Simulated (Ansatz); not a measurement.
**GeSb4Te7 (P-3m1, No. 164, 12 atoms in the cell; start mp-29641)**

The numbers are results of PBE0 (PAW; Ansatz, a program for electronic structure), not measurements.

Settings: plane-wave cutoff 460 eV, 6×6×1 k mesh (along the axes of the cell as run), Fermi–Dirac smearing 0.01 eV, scalar-relativistic PAW data made under PBE.

Cell (relaxed with PBE-D3(BJ)):

```yaml
crystal:
  lattice:
    - [4.25885, 0.00000, 0.00000]
    - [-2.12942, 3.68827, 0.00000]
    - [0.00000, 0.00000, 23.34723]
  atoms:
    - { symbol: Ge, position: [0.00000, 0.00000, 0.50000] }
    - { symbol: Sb, position: [0.66667, 0.33333, 0.91572] }
    - { symbol: Sb, position: [0.33333, 0.66667, 0.08428] }
    - { symbol: Sb, position: [0.33333, 0.66667, 0.34365] }
    - { symbol: Sb, position: [0.66667, 0.33333, 0.65635] }
    - { symbol: Te, position: [0.33333, 0.66667, 0.84200] }
    - { symbol: Te, position: [0.66667, 0.33333, 0.15800] }
    - { symbol: Te, position: [0.00000, 0.00000, 0.72985] }
    - { symbol: Te, position: [0.00000, 0.00000, 0.27015] }
    - { symbol: Te, position: [0.66667, 0.33333, 0.42883] }
    - { symbol: Te, position: [0.33333, 0.66667, 0.57117] }
    - { symbol: Te, position: [0.00000, 0.00000, 0.00000] }
```

```json
{
  "band_gap": "0.61 eV",
  "Γ–Γ gap": "0.99 eV"
}
```

Note: cell and atoms aren't relaxed at this level (largest force component 0.40 eV/Å, pressure 0.8 GPa).

Spin–orbit coupling is not included; with these elements it can move the gap by several tenths of an eV or more.

Computed values are for the static lattice.

The result took very roughly 19 core-minutes.

A start named mp-… is a Materials Project structure, which need not be a measured phase.
